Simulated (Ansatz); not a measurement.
## TiC: pressure 9 GPa

The parent structure is TiC in the rock salt structure (space group Fm-3m, No. 225; a = 4.333 Å).

The change: cell and atoms relaxed at a pressure of 9 GPa.

Calculations: PBE/PAW in Ansatz (an electronic-structure program), scalar-relativistic without spin-orbit coupling, earlier PAW set. Γ-centred 18×18×18 mesh, Fermi–Dirac width 0.05 eV.

Volume per atom: 9.83 Å³ (base 10.17 Å³)
Density: 5.06 g/cm³ (base 4.89 g/cm³)
Lattice parameter a: 4.284 Å (base 4.333 Å)
Shortest interatomic distance: 2.142 Å (base 2.166 Å)
Enthalpy H = E + PV relative to the base's energy: +0.56 eV/atom
Band gap: zero (base zero)

Final structure:

```
CELL_PARAMETERS angstrom
      0.00000     2.14222     2.14222
      2.14222     0.00000     2.14222
      2.14222     2.14222     0.00000
ATOMIC_POSITIONS crystal
  C  0.00000 0.00000 0.00000
  Ti 0.50000 0.50000 0.50000
```

Load acts through the strain it causes; cell and atoms are relaxed under it. No phonon test of stability was made. Competing high-pressure phases were not computed. All final runs are without spin polarisation.
